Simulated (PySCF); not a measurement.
PySCF 2.14.0, BP86/def2-svp, df: Ga(Cl)(OSiH3)2 ([SiH3][O][Ga]([Cl])[O][SiH3]), 12 atoms. The geometry is a generated start, not checked to be a minimum at this level.

```yaml
task: energy
method: bp86
basis: def2-svp
two_electron_scheme: density fitting
mol.max_memory: 3000 MB
mf.max_cycle: 100
mf.conv_tol: 1e-09 (default)
mf.grids.level: 3 (default)
basis_functions: 144
grid_points: 165160
```

```xyz
12

Ga    -0.4820     0.4077     1.1593
Cl    -0.8713     0.6736     3.1755
O      0.5208    -0.8847     0.5639
Si     1.5899    -2.1182     0.6924
H      2.9270    -1.5157     0.6969
H      1.3128    -2.9244    -0.4978
H      1.3361    -2.8492     1.9385
O     -1.1882     1.4484    -0.0401
Si    -1.2584     1.8484    -1.6313
H     -0.3077     2.9504    -1.8105
H     -2.6564     2.2670    -1.7725
H     -0.9226     0.6967    -2.4743
```

With the defaults (mf.DIIS = CDIIS, mf.diis = true, mf.diis_space = 8, newton = off, mf.level_shift = 0, mf.init_guess = minao) it converges in 14 Fock builds. One run each on 2 threads, 1 BLAS thread, with these changes:
- mf.level_shift = 0.3 Hartree
- mf.init_guess = atom
- mf.diis_space = 12
- mf.DIIS = EDIIS
- newton = Hessian by the SCF's own integrals
- mf.diis_space = 5
- mf.diis = false
- mf.init_guess = huckel
- mf.level_shift = 1 Hartree

**Question.** Name the settings that don't reach the solution of the defaults.

**Answer.** No convergence: mf.DIIS = EDIIS; mf.diis = false (the run ends without SCF convergence in 100 cycles). The rest reach the solution of the defaults.

| setting | Fock builds | end |
|---|---|---|
| the defaults | 14 | same solution |
| mf.diis_space = 12 | 14 | same solution |
| mf.init_guess = atom | 14 | same solution |
| mf.init_guess = huckel | 15 | same solution |
| mf.diis_space = 5 | 16 | same solution |
| mf.level_shift = 0.3 Hartree | 16 | same solution |
| mf.level_shift = 1 Hartree | 39 | same solution |
| newton = Hessian by the SCF's own integrals | 41 | same solution |
| mf.DIIS = EDIIS | 101 | no convergence |
| mf.diis = false | 101 | no convergence |

Under newton the count holds the products with the orbital Hessian.
